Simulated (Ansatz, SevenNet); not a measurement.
For NiGe (Pnma, No. 62, 8 atoms in the cell; start mp-1099), the machine-learned potential SevenNet-0 (trained on PBE and PBE+U data) gives:

```
Quantity                             Result
---------------------------  --------------
equilibrium volume per atom   13.64 Å³/atom
enthalpy of formation        -0.309 eV/atom
```

Q: What does PBE-D3(BJ) (plane waves, PAW; Ansatz, a program for electronic structure) give for the same quantities?

A: 
- equilibrium volume per atom: 13.29 Å³/atom (shrinks by 2.6 %)
- formation enthalpy: -0.363 eV/atom (moves by -0.054 eV/atom)

Changes are worked out from the printed values.

Unless a cell is named, each level is at its own relaxed cell (SevenNet-0 13.64, PBE-D3(BJ) 13.29 Å³/atom).

The crystal itself was run without spin with PBE-D3(BJ); a magnetic state was not tried in these runs.

Caveats: the relaxation could not lower the start's symmetry, so the cell can be a saddle point above a distorted one (SevenNet-0, PBE-D3(BJ)). Ansatz's density-functional and Hartree–Fock values are scalar-relativistic unless marked +SOC, with PAW data made under PBE.

A start named mp-… is a Materials Project structure, which need not be a measured phase.
